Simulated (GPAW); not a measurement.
# Input and output of a self-consistent single point for CaMg₂ (P-3m1, 6 atoms in the cell) (GPAW)

Method: LDA (Perdew-Wang 92), GPAW PAW datasets LDA (gpaw-data 1.0.1) (plane waves; GPAW 25.7.0).

This input was run:

```python
from ase import Atoms
from ase.units import GPa
from gpaw import GPAW, PW

atoms = Atoms(['Ca', 'Ca', 'Mg', 'Mg', 'Mg', 'Mg'],
              cell=[[3.445070, 0.000000, 0.000000],
                    [-1.722535, 2.983518, 0.000000],
                    [0.000000, 0.000000, 16.887300]],
              scaled_positions=[[0.666667, 0.333333, 0.095570],
                                [0.333333, 0.666667, 0.904430],
                                [0.333333, 0.666667, 0.265990],
                                [0.666667, 0.333333, 0.734010],
                                [0.666667, 0.333333, 0.422010],
                                [0.333333, 0.666667, 0.577990]],
              pbc=True)

calc = GPAW(mode=PW(850),
            xc='LDA',
            kpts={'size': (8, 8, 2), 'gamma': True},
            occupations={'name': 'methfessel-paxton', 'width': 0.1, 'order': 0},
            nbands=-12,
            symmetry={'symmorphic': False, 'tolerance': 0.0005},
            maxiter=100,
            txt='-')

atoms.calc = calc

energy = atoms.get_potential_energy()
print('Energy (eV):', round(energy, 6))
forces = atoms.get_forces()
print('Forces (eV/Ang):')
print(forces.round(5))
stress = atoms.get_stress()
print('Stress (GPa, Voigt):', (stress / GPa).round(4))
```

The program printed (abridged):

```
Input parameters:
  kpts: {gamma: True,
         size: (8, 8, 2)}
  maxiter: 100
  mode: {ecut: 850.0,
         name: pw}
  nbands: -12
  occupations: {name: methfessel-paxton,
                order: 0,
                width: 0.1}
  symmetry: {symmorphic: False,
             tolerance: 0.0005}

species:
  Ca:
    name: Calcium
    Z: 20.0
    valence: 10
    core: 10
    charge: 0.0
    file: Ca.LDA.gz

    # Using partial waves for Ca as LCAO basis

  Mg:
    name: Magnesium
    Z: 12.0
    valence: 10
    core: 2
    charge: 0.0
    file: Mg.LDA.gz

    # Using partial waves for Mg as LCAO basis

Reference energy: -58641.745776  # eV

Spin-paired calculation

Convergence criteria:
 Maximum [total energy] change in last 3 cyles: 0.0005 eV / valence electron
 Maximum integral of absolute [dens]ity change: 0.0001 electrons / valence electron
 Maximum integral of absolute [eigenst]ate change: 4e-08 eV^2 / valence electron
 Maximum number of scf [iter]ations: 100

Symmetries present (total): 12
Symmetries with fractional translations: 0
128 k-points: 8 x 8 x 2 Monkhorst-Pack grid + [1/16,1/16,1/4]
20 k-points in the irreducible part of the Brillouin zone
       k-points in crystal coordinates                weights
   0:     0.00000000    0.00000000    0.00000000          1/128
   1:     0.00000000    0.00000000    0.50000000          1/128
   2:     0.12500000    0.00000000    0.00000000          6/128
   [... 7 lines left out ...]
          ...
  19:     0.50000000    0.50000000    0.50000000          3/128

Wave functions: Plane wave expansion
  Cutoff energy: 850.000 eV
  Number of coefficients (min, max): 9740, 9790
  Pulay-stress correction: 0.000000 eV/Ang^3 (de/decut=0.000000)

Occupation numbers: Methfessel-Paxton:
  width: 0.1000  # eV
  order: 0

Eigensolver

Densities:
  Coarse grid: 24*24*120 grid
  Fine grid: 48*48*240 grid
  Total Charge: 0.000000

Density mixing:
  Method: separate
  Backend: pulay
  Linear mixing parameter: 0.05
  old densities: 5
  Damping of long wavelength oscillations: 50

Hamiltonian:
  XC and Coulomb potentials evaluated on a 48*48*240 grid
  External potential:
    NoExternalPotential

Number of atoms: 6
Number of atomic orbitals: 42
Number of bands in calculation: 42
Number of valence electrons: 60
Bands to converge: occupied

Density initialized from atomic densities
  42 bands from LCAO basis set

Atomic positions and initial magnetic moments

Positions:
   0 Ca     1.722537    0.994505    1.613919    ( 0.0000,  0.0000,  0.0000)
   1 Ca    -0.000002    1.989013   15.273381    ( 0.0000,  0.0000,  0.0000)
   2 Mg    -0.000002    1.989013    4.491853    ( 0.0000,  0.0000,  0.0000)
   3 Mg     1.722537    0.994505   12.395447    ( 0.0000,  0.0000,  0.0000)
   4 Mg     1.722537    0.994505    7.126609    ( 0.0000,  0.0000,  0.0000)
   5 Mg    -0.000002    1.989013    9.760691    ( 0.0000,  0.0000,  0.0000)

Unit cell:
           periodic     x           y           z      points  spacing
  1. axis:    yes    3.445070    0.000000    0.000000    24     0.1243
  2. axis:    yes   -1.722535    2.983518    0.000000    24     0.1243
  3. axis:    yes    0.000000    0.000000   16.887300   120     0.1407

  Lengths:   3.445070   3.445070  16.887300
  Angles:   90.000000  90.000000 120.000001

Effective grid spacing dv^(1/3) = 0.1359

     iter     time        total  log10-change:
                         energy   eigst   dens
iter:   1 --:--:--   -11.469758
iter:   2 --:--:--   -11.689378   -0.45  -1.45
iter:   3 --:--:--   -11.770936   -1.09  -1.61
iter:   4 --:--:--   -11.781452   -1.88  -1.64
iter:   5 --:--:--   -11.765104c  -2.37  -1.70
iter:   6 --:--:--   -11.770427c  -3.00  -2.00
iter:   7 --:--:--   -11.753115c  -3.50  -2.19
iter:   8 --:--:--   -11.749686c  -4.41  -2.55
iter:   9 --:--:--   -11.745849c  -4.23  -2.69
iter:  10 --:--:--   -11.745616c  -5.32  -3.00
iter:  11 --:--:--   -11.744725c  -4.79  -3.05
iter:  12 --:--:--   -11.744676c  -5.72  -3.39
iter:  13 --:--:--   -11.744643c  -5.96  -3.45
iter:  14 --:--:--   -11.744641c  -6.18  -3.71
iter:  15 --:--:--   -11.744641c  -7.43c -4.05c

Converged after 15 iterations.

Dipole moment: (0.000000, -0.000000, -0.000000) |e|*Ang

Energy contributions relative to reference atoms: (reference = -58641.745776)

Kinetic:        -11.637006
Potential:      +20.917377
External:        +0.000000
XC:             -19.598067
Entropy (-ST):   -0.021537
Local:           -1.416177
SIC:             +0.000000
--------------------------
Free energy:    -11.755409
Extrapolated:   -11.744641

Showing only first 2 kpts
 Kpt  Band  Eigenvalues  Occupancy
  0    28     -0.04368    2.00000
  0    29      2.04569    2.00000
  0    30      2.41839    2.00000
  0    31      4.39610    0.00000

  1    28      0.99360    2.00000
  1    29      1.04997    2.00000
  1    30      3.10093    1.59591
  1    31      3.96990    0.00000

Fermi level: 3.15993

No gap
No difference between direct/indirect transitions
Energy (eV): -11.744641

Forces in eV/Ang:
  0 Ca   -0.00000    0.00000    0.15415
  1 Ca    0.00000   -0.00000   -0.15415
  2 Mg   -0.00000    0.00000    0.08476
  3 Mg   -0.00000    0.00000   -0.08476
  4 Mg    0.00000    0.00000   -0.04508
  5 Mg    0.00000    0.00000    0.04508

Stress tensor:
     0.006087    -0.000000     0.000000
    -0.000000     0.006087     0.000000
     0.000000     0.000000     0.019731
Stress (GPa, Voigt): [ 0.9753  0.9753  3.1612  0.      0.     -0.    ]
```

The run converged in 15 iterations. GPAW prints stress with tension positive.

The starting cell comes from a database of computed structures (which also holds hypothetical and non-ambient phases and stackings), without a prior relaxation at this level.

Cost on one core of a shared machine: roughly 3 min.
